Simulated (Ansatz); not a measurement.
Data:

```xyz
6
Lattice="3.1560 0.0000 0.0000 -1.5780 2.7332 0.0000 0.0000 0.0000 12.1244" Properties=species:S:1:pos:R:3 pbc="T T T"
Mo     0.0000     0.0000     3.0311
Mo     0.0000     0.0000     9.0933
S      0.0000     1.8221     4.5933
S      1.5780     0.9111     7.5312
S      1.5780     0.9111    10.6555
S      0.0000     1.8221     1.4689
```

The cell was relaxed by PBE-D3(BJ); by r2SCAN it stands under a pressure of 2.9 GPa.

Transport runs along the normal of the first two printed cell vectors, the (001) plane of the conventional cell.

The gap is the functional's own. No spin-orbit coupling. Mid-gap values are those at the computed energy nearest the middle.

### Question
State the band gap and the smallest decay constant κ at mid-gap according to r2SCAN (Ansatz, an electronic-structure program).

### Answer
Gap 0.96 eV on a 12×12×4 mesh; κ = 0.217 1/Å, at (0.167, 0.167) of the in-plane reciprocal vectors. At the zone centre the slowest state has κ = 0.32 1/Å.
